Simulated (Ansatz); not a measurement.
**GeSe (model structure, started from the 4H type, P6₃mc, No. 186, 8 atoms in the cell)**

Method: LDA (PAW; Ansatz, an electronic-structure program).

Numerical settings: plane-wave cutoff 520 eV, 18×18×4 k mesh (along the axes of the cell as run), Fermi–Dirac smearing 0.05 eV, scalar-relativistic PAW data made under PBE.

Cell (relaxed at this level):

```
CELL_PARAMETERS angstrom
      4.66635     0.00000     0.00000
     -2.33318     4.04118     0.00000
      0.00000     0.00000    10.98256
ATOMIC_POSITIONS crystal
  Ge 0.00000 0.00000 0.02376
  Ge 0.00000 0.00000 0.52376
  Ge 0.66667 0.33333 0.77347
  Ge 0.33333 0.66667 0.27347
  Se 0.00000 0.00000 0.78952
  Se 0.00000 0.00000 0.28952
  Se 0.66667 0.33333 0.53888
  Se 0.33333 0.66667 0.03888
```

```json
{
  "band_gap": "0.34 eV (on the SCF k mesh)",
  "Γ–Γ gap": "2.32 eV",
  "bulk modulus B0": "38.8 GPa"
}
```

Note: the bulk modulus is −V dP/dV from two relaxed cells at ±2 % in volume; the relaxation could raise the start's symmetry but not lower it, so the cell can be a saddle point.

Spin–orbit coupling is not included.

Static lattice: no zero-point or thermal effects.

Computing time: around 60 core-minutes (rough).

A model structure was made by putting elements into a prototype or built by hand; it is no filed structure, need not be a known phase, and can be a saddle point held by its symmetry.
